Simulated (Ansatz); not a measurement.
BBi (model structure, started from the wurtzite type, P6₃mc, No. 186, 4 atoms in the cell) was calculated with r²SCAN (Ansatz, a first-principles code, plane waves, PAW).

The input as run:

Ansatz 0.2 input:
```yaml
crystal:
  lattice:
    - [3.8411548305, 0.0, 0.0]
    - [-1.9205774153, 3.3265376631, 0.0]
    - [0.0, 0.0, 6.331300294]
  atoms:
    - { symbol: B, position: [0.6666666667, 0.3333333333, -0.0000793606] }
    - { symbol: B, position: [0.3333333333, 0.6666666667, 0.4999206394] }
    - { symbol: Bi, position: [0.6666666667, 0.3333333333, 0.6252793606] }
    - { symbol: Bi, position: [0.3333333333, 0.6666666667, 0.1252793606] }
basis:
  ecutwfc: 560
  ecutrho_ratio: 4
  xc_grid: 3
kpoints:
  mp_grid: { grid: [18, 18, 10] }
hamiltonian:
  xc: r2scan
  dispersion: none
  pseudopotentials: { kind: paw }
scf:
  occupations: { method: fermi_dirac, width: 0.05 }
  convergence: { dr2_threshold: 0.0000000004 }
output:
  forces: true
  stress: true
  eigenvalues: true
```

Problem. How many irreducible k-points, plane waves at Γ does the program set up, and what pressure does the run end with?

Solution. 222 irreducible k-points, 2443 plane waves at Γ; P = 1.65 GPa, so the cell is compressed on average and its volume would grow at this level.

Excerpt of the program's output:

```
Crystal: 4 atoms, lattice volume = 80.900 Å³
Basis set: ecut = 560 eV, 2443 PW (Γ), exchange–correlation on 90×90×150 points (27 copies of the dense FFT grid, shifted against one another)
Bands: 22, of which v1, the nominal top of the filled ones, is band 18 counted from 1 (17 counted from 0)
Symmetry: 12 space group operations
Space group: P63mc (ITA 186), of the structure as read, at distance tolerance 4.3e-5 Å
k-points: 222 of 3240 (time reversal used)
Functional: x = r2scan, c = r2scan; τ floored in thin density (d = 2e-4 eV/Å³)
SCF iter   1: F=—  HF=-25132.090424 eV  |F-HF|=—  |Δ(HF+E_count)|=         —  Δρ=6.08e-3  dr2=3.71e-2  dr2_τ=1.23e-1
SCF iter   2: F=—  HF=-25132.124365 eV  |F-HF|=—  |Δ(HF+E_count)|=   3.39e-2  Δρ=2.47e-3  dr2=3.29e-3  dr2_τ=2.14e-4
  ...
SCF iter   6: F=—  HF=-25132.125013 eV  |F-HF|=—  |Δ(HF+E_count)|=   7.13e-7  Δρ=2.70e-6  dr2=4.69e-9  dr2_τ=2.15e-10
SCF iter   7: F=-25132.125013 eV  HF=-25132.125013 eV  |F-HF|=3.64e-11  |Δ(HF+E_count)|=   4.48e-9  Δρ=6.20e-7  dr2=3.03e-10  dr2_τ=1.38e-11
SCF 1 converged in 7 iterations: F = -25132.125013 eV  dr2 = 3.03e-10
SCF converged after 7 iterations
Free energy (F): -25132.125013 eV
Internal energy: -25132.124941 eV  (E = F + TS)
E sigma→0 (E₀):  -25132.124977 eV
Fermi energy:    11.116088 eV
--- Forces (eV/Å), atoms counted from 1 ---
  atom   1  B     -0.00000000     0.00000000    -0.00703735
  atom   2  B     -0.00000000    -0.00000000    -0.00703735
  atom   3  Bi    -0.00000000     0.00000000     0.00706040
  atom   4  Bi     0.00000000    -0.00000000     0.00706040
--- Stress (GPa, compression-positive) ---
        1.596883       0.000000       0.000000
        0.000000       1.596883      -0.000000
        0.000000       0.000000       1.766696
  P = ⅓ Tr σ = 1.6535 GPa (16.535 kbar)
```

The PAW data were made under PBE.

Note: the relaxation could raise the start's symmetry but not lower it, so the cell can be a saddle point. Note: cell and atoms aren't relaxed at this level (pressure 1.7 GPa).

A model structure was made by putting elements into a prototype or built by hand; it is no filed structure, need not be a known phase, and can be a saddle point held by its symmetry.
